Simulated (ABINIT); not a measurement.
## ABINIT run on Ag2O (Pn-3m, 6 atoms in the cell): self-consistent single point

Method of the run: PBE, PAW (JTH v2.0 PBE PAW) (plane waves; ABINIT).

This input was run:

```
# Ag2O, JTH v2.0 PBE PAW
pp_dirpath "./"
pseudos "Ag.GGA_PBE-JTH.xml, O.GGA_PBE-JTH.xml"
acell 8.9837390992 8.9837390992 8.9837390992
rprim
         1.0000000000    0.0000000000    0.0000000000
         0.0000000000    1.0000000000    0.0000000000
         0.0000000000    0.0000000000    1.0000000000
natom 6
ntypat 2
znucl 47 8
typat 1 1 1 1 2 2
xred
         0.2500000000    0.2500000000    0.7500000000
         0.2500000000    0.7500000000    0.2500000000
         0.7500000000    0.7500000000    0.7500000000
         0.7500000000    0.2500000000    0.2500000000
         0.0000000000    0.0000000000    0.0000000000
         0.5000000000    0.5000000000    0.5000000000
ecut 48 Ry
pawecutdg 96 Ry
pawovlp -1
pawxcdev 0
ixc 11
occopt 6
tsmear 0.05 eV
nband 36
kptopt 1
ngkpt 5 5 5
nshiftk 1
shiftk 0 0 0
nstep 50
tolvrs 1.0e-11
prtwf 0
prtden 0
prtvol 1
enunit 2
```

The program printed (abridged):

```
 Symmetries : space group Pn -3 m (#224); Bravais cP (primitive cubic)

 -outvars: echo values of preprocessed input variables --------
            acell      8.9837390992E+00  8.9837390992E+00  8.9837390992E+00 Bohr
             ecut      2.40000000E+01 Hartree
           enunit           2
              ixc          11
         kptrlatt        5    0    0      0    5    0      0    0    5
          kptrlen      4.49186955E+01
            natom           6
            nband          36
            ngfft          40      40      40
          ngfftdg          60      60      60
             nkpt          10
            nstep          50
             nsym          48
           ntypat           2
           occopt           6
        pawecutdg      4.80000000E+01 Hartree
          pawovlp     -1.0000000000E+00
         pawxcdev           0
          spgroup         224
           tolvrs      1.00000000E-11
           tsmear      1.83746627E-03 Hartree
            typat      1  1  1  1  2  2
           useylm           1
             xred      2.5000000000E-01  2.5000000000E-01  7.5000000000E-01
                       2.5000000000E-01  7.5000000000E-01  2.5000000000E-01
                       7.5000000000E-01  7.5000000000E-01  7.5000000000E-01
                       7.5000000000E-01  2.5000000000E-01  2.5000000000E-01
                       0.0000000000E+00  0.0000000000E+00  0.0000000000E+00
                       5.0000000000E-01  5.0000000000E-01  5.0000000000E-01
            znucl       47.00000    8.00000

== DATASET  1 ==================================================================

 Exchange-correlation functional for the present dataset will be:
  GGA: Perdew-Burke-Ernzerhof functional - ixc=11
 Citation for XC functional:
  J.P.Perdew, K.Burke, M.Ernzerhof, PRL 77, 3865 (1996)

 Real(R)+Recip(G) space primitive vectors, cartesian coordinates (Bohr,Bohr^-1):
 R(1)=  8.9837391  0.0000000  0.0000000  G(1)=  0.1113122  0.0000000  0.0000000
 R(2)=  0.0000000  8.9837391  0.0000000  G(2)=  0.0000000  0.1113122  0.0000000
 R(3)=  0.0000000  0.0000000  8.9837391  G(3)=  0.0000000  0.0000000  0.1113122
 Unit cell volume ucvol=  7.2505574E+02 bohr^3
 Angles (23,13,12)=  9.00000000E+01  9.00000000E+01  9.00000000E+01 degrees

 Coarse grid specifications (used for wave-functions):

 getcut: wavevector=  0.0000  0.0000  0.0000  ngfft=  40  40  40
         ecut(hartree)=     24.000   => boxcut(ratio)=   2.01898

 Fine grid specifications (used for densities):

 getcut: wavevector=  0.0000  0.0000  0.0000  ngfft=  60  60  60
         ecut(hartree)=     48.000   => boxcut(ratio)=   2.14145

   9.57259751E+03                                ecore*ucvol(ha*bohr**3)

_setup2: Arith. and geom. avg. npw (full set) are    4074.456    4074.433

--- !BeginCycle
solver: {iscf: 17, nstep: 50, nline: 4, wfoptalg: 10, }
tolerances: {tolvrs: 1.00E-11, }
...

     iter   Etot(hartree)      deltaE(h)  residm     nres2
 ETOT  1  -185.08219495976    -1.851E+02 6.869E-02 5.517E+01
 ETOT  2  -185.13323108021    -5.104E-02 9.521E-04 5.672E+01
 ETOT  3  -185.04678499161     8.645E-02 4.212E-03 1.740E+00
 ETOT  4  -185.04696737218    -1.824E-04 4.912E-04 6.764E-02
 ETOT  5  -185.04687548177     9.189E-05 1.349E-04 1.267E-02
 ETOT  6  -185.04687644712    -9.654E-07 1.389E-04 1.603E-03
   [... 4 lines left out ...]
 ETOT 11  -185.04687417683     5.447E-10 1.369E-05 1.005E-08
 ETOT 12  -185.04687417683     5.116E-13 4.899E-05 7.165E-09
 ETOT 13  -185.04687417682     6.281E-12 1.111E-05 5.017E-11
 ETOT 14  -185.04687417682    -2.586E-12 3.806E-05 3.706E-10
 ETOT 15  -185.04687417682     4.832E-12 7.799E-06 6.147E-12

 At SCF step   15       nres2   =  6.15E-12 < tolvrs=  1.00E-11 =>converged.

 Cartesian components of stress tensor (hartree/bohr^3)
  sigma(1 1)= -9.71635995E-05  sigma(3 2)=  0.00000000E+00
  sigma(2 2)= -9.71635995E-05  sigma(3 1)=  0.00000000E+00
  sigma(3 3)= -9.71635995E-05  sigma(2 1)=  0.00000000E+00

 ----iterations are completed or convergence reached----

 reduced coordinates (array xred) for    6 atoms
       0.250000000000      0.250000000000      0.750000000000
       0.250000000000      0.750000000000      0.250000000000
       0.750000000000      0.750000000000      0.750000000000
       0.750000000000      0.250000000000      0.250000000000
       0.000000000000      0.000000000000      0.000000000000
       0.500000000000      0.500000000000      0.500000000000
 cartesian forces (eV/Angstrom) at end:
    1     -0.00000000000000    -0.00000000000000    -0.00000000000000
    2     -0.00000000000000    -0.00000000000000    -0.00000000000000
    3     -0.00000000000000    -0.00000000000000    -0.00000000000000
    4     -0.00000000000000    -0.00000000000000    -0.00000000000000
    5     -0.00000000000000    -0.00000000000000    -0.00000000000000
    6     -0.00000000000000    -0.00000000000000    -0.00000000000000
 frms,max,avg= 0.0000000E+00 0.0000000E+00   0.000E+00  0.000E+00  0.000E+00 e/A
 length scales=  8.983739099200  8.983739099200  8.983739099200 bohr
              =  4.753989979215  4.753989979215  4.753989979215 angstroms
 Fermi (or HOMO) energy (hartree) =   0.05967   Average Vxc (hartree)=  -0.38452
 Eigenvalues (hartree) for nkpt=  10  k points:
 kpt#   1, nband= 36, wtk=  0.00800, kpt=  0.0000  0.0000  0.0000 (reduced coord)
  -0.62892   -0.60497   -0.18644   -0.18644   -0.18644   -0.10627   -0.09471   -0.09471
  -0.08716   -0.08716   -0.08716   -0.07191   -0.07191   -0.07191   -0.05527   -0.05527
  -0.04930   -0.04930   -0.04930   -0.04214   -0.04214   -0.04214   -0.03628   -0.03628
  -0.03628    0.05902    0.05913    0.05913    0.05913    0.13658    0.13658    0.32330
   0.32330    0.32330    0.37696    0.37953
      occupation numbers for kpt#   1
   2.00000    2.00000    2.00000    2.00000    2.00000    2.00000    2.00000    2.00000
   2.00000    2.00000    2.00000    2.00000    2.00000    2.00000    2.00000    2.00000
   2.00000    2.00000    2.00000    2.00000    2.00000    2.00000    2.00000    2.00000
   2.00000    1.56372    1.47347    1.47347    1.47347    0.00000    0.00000    0.00000
   0.00000    0.00000    0.00000    0.00000
 prteigrs : prtvol=0 or 1, do not print more k-points.

 Fermi (or HOMO) energy (eV) =   1.62373   Average Vxc (eV)= -10.46335
 Eigenvalues (   eV  ) for nkpt=  10  k points:
 kpt#   1, nband= 36, wtk=  0.00800, kpt=  0.0000  0.0000  0.0000 (reduced coord)
 -17.11389  -16.46214   -5.07328   -5.07328   -5.07328   -2.89178   -2.57717   -2.57717
  -2.37178   -2.37178   -2.37178   -1.95683   -1.95683   -1.95683   -1.50398   -1.50398
  -1.34164   -1.34164   -1.34164   -1.14669   -1.14669   -1.14669   -0.98716   -0.98716
  -0.98716    1.60588    1.60907    1.60907    1.60907    3.71665    3.71665    8.79738
   8.79738    8.79738   10.25774   10.32748
 prteigrs : prtvol=0 or 1, do not print more k-points.

--- !EnergyTerms
comment             : Components of total free energy in Hartree
kinetic             :  5.55115125575813E+01
hartree             :  4.47057020573226E+01
xc                  : -5.47123378517010E+01
Ewald energy        : -1.49871290705832E+02
psp_core            :  1.32025677919573E+01
local_psp           : -1.17777316964930E+02
spherical_terms     :  2.38942996527439E+01
internal            : -1.85046863462858E+02
'-kT*entropy'       : -1.15147110098475E-05
total_energy        : -1.85046874977569E+02
total_energy_eV     : -5.03538154710805E+03
...

-Cartesian components of stress tensor (GPa)         [Pressure=  2.8587E+00 GPa]
- sigma(1 1)= -2.85865131E+00  sigma(3 2)=  0.00000000E+00
- sigma(2 2)= -2.85865131E+00  sigma(3 1)=  0.00000000E+00
- sigma(3 3)= -2.85865131E+00  sigma(2 1)=  0.00000000E+00

 Calculation completed.
```

The run converged in 15 iterations.

The starting cell comes from a database of computed structures (which also holds hypothetical and non-ambient phases and stackings), without a prior relaxation at this level. The run gives no clean gap (levels at the Fermi energy touch, overlap or are partly filled at this smearing), which alone does not show that the compound is a metal.

Cost on one core of a shared machine: roughly 3 min.
